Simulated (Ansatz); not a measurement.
Consider the following.

```xyz
6
Lattice="3.6002 0.0000 0.0000 0.0000 3.6002 0.0000 0.0000 0.0000 5.3819" Properties=species:S:1:pos:R:3 pbc="T T T"
Zr     0.0000     0.0000     0.0000
Zr     1.8001     1.8001     2.6910
O      0.0000     1.8001     1.6241
O      0.0000     1.8001     4.3151
O      1.8001     0.0000     1.0669
O      1.8001     0.0000     3.7578
```

Space group of this cell: P4_2/nmc. The cell is strained (lengths along the current scaled by 1.03, ions clamped); by r2SCAN its mean pressure is -6.4 GPa.

Transport runs along the normal of the first two printed cell vectors, the (001) (indices of the unstrained crystal) plane of the conventional cell.

No gap correction and no spin-orbit coupling; mid-gap values are interpolated between computed energies.

Problem. Compute, with r2SCAN (Ansatz, a first-principles code), the band gap and the smallest decay constant κ at mid-gap.

Solution. Gap 4.54 eV on a 8×8×6 mesh; κ = 0.396 1/Å, at the zone centre.
